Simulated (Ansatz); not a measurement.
Cell and atoms of amorphous Hf18O36Cu:

```xyz
55
Lattice="8.5859 0.1666 -0.0828 0.1666 9.2755 0.1717 -0.0828 0.1717 8.9232" Properties=species:S:1:pos:R:3 pbc="T T T"
Hf     5.9527     5.1879     1.4013
Hf     4.9789     8.2473     1.4657
Hf     2.9106     6.1179     3.5143
Hf     2.7178     3.1408     1.2747
Hf     5.4345     4.1335     4.7049
Hf     6.5859     8.7628     7.4197
Hf     7.0732     1.8653     2.5399
Hf     5.2853     2.5737     8.2811
Hf     8.1239     7.5285     1.3145
Hf     7.6690     5.2079     7.6352
Hf     1.8151     1.6241     4.7791
Hf     5.2141     9.4367     4.6247
Hf     0.1643     4.3087     4.0845
Hf     1.8575     9.2608     2.3219
Hf     3.2514     9.2284     7.4627
Hf     0.5970     7.8207     5.7412
Hf     2.8263     4.2055     6.9239
Hf    -0.0277     1.6788     8.1898
O      1.6000     3.5490     5.4242
O      2.6280     4.9458     8.8126
O      6.1478     7.2494     0.0788
O      7.1585     2.2988     0.5913
O      4.9201     0.4897     8.5069
O      3.6001     1.1186     5.5864
O      4.8228     8.3181     6.4407
O      1.1911     0.8653     6.6780
O      7.2176     4.7241     5.4926
O      4.6966     3.4692     6.4793
O      3.1424     2.4820     8.1485
O      1.4919     9.0063     4.3665
O      0.9522     6.1816     4.6453
O      6.5175     6.9818     2.4642
O      5.9152     4.6568     8.3402
O      2.1349     7.6326     6.9721
O      2.8042     1.6111     2.9432
O      1.8325     4.4196     2.7277
O      0.0882     2.2523     3.8006
O      8.0524     5.5668     0.6834
O      7.1199     8.9526     5.3479
O      5.6301     0.3888     2.4497
O      5.6953     2.1862     4.1785
O      4.5989     5.0668     3.0494
O      7.8738     7.0683     6.9581
O      8.3883     9.4112     2.3238
O      4.7357     3.1603     1.2542
O      6.7699     1.6171     7.1024
O      1.4348     7.1559     2.1628
O      3.8688     8.0498     3.3595
O      1.3170     1.6286     0.9063
O      3.0473     8.5720     0.6435
O      0.4617     3.6233     7.7203
O      7.0122     4.1283     2.8669
O      8.2854     9.0518     8.6879
O      3.6141     5.3757     5.3281
Cu     2.9778     6.5166     0.5368
```

Calculation: PBE, scalar-relativistic without spin-orbit coupling (plane waves to 420 eV, PAW; Ansatz, a program for electronic structure). In the spin-polarised cell the level spacing at the Fermi energy can part levels of unlike spin.

A CHGNet melt-quench gave the starting glass, which DFT then relaxed. O atoms were pushed apart under 1.9 Å during the dynamics, to hinder bonds among them. The hot cell started wider than the set density and was brought back towards it in steps. It is the lowest in DFT energy of 2 quenches. It is a model cell: composition and starting density were chosen by hand, and all elements were melted together. No dispersion term was used. Its density started from a set value of 9.01 and ended at 9.01 g/cm³. Cooling (nominally 450 K/ps over its main leg) ran many orders faster than in experiment, which tends to leave more defects and strain. One small periodic cell is one sample of the glass; other quenches scatter about these values. The volume was held where the preparation left it and the shape relaxed, at a PBE pressure of 0.4 GPa.

Bonds are counted up to Hf-Hf 3.34 Å, Hf-O 2.78 Å, Hf-Cu 3.12 Å, O-O 1.58 Å, O-Cu 2.38 Å, Cu-Cu 2.90 Å. Two cations that share two anions don't count as bonded, nor two that share one unless they lie closer than Hf-Hf 3.25 Å, Hf-Cu 3.04 Å, Cu-Cu 2.82 Å.

Task: Give the coordination numbers, mean bond lengths and angles.

Result: 
```
Item                                                                                                           Result
---------------------------------  ----------------------------------------------------------------------------------
Mean coordination of Hf by anions  6.22 (1 with 5, 12 with 6, 5 with 7); 2 close contacts or bonds to cations besides
Mean coordination of O                                                           3.19 (1 with 2, 27 with 3, 8 with 4)
Mean coordination of Cu by anions                       3.00 (1 with 3); 2 close contacts or bonds to cations besides
Mean Hf-O bond                                                                  2.145 Å (spread 0.129 Å, 112 counted)
Mean O-Cu bond                                                                    2.089 Å (spread 0.186 Å, 3 counted)
Mean Hf-Cu close contact                                                          2.904 Å (spread 0.100 Å, 2 counted)
Bond angle at Hf                                                                            mean 102.7°, spread 29.5°
Bond angle at O                                                                             mean 112.5°, spread 16.7°
Bond angle at Cu                                                                             mean 95.5°, spread 34.9°
```

Task: List the pairs of like atoms that count as bonded by the rules above.

Result: There are none by these rules.
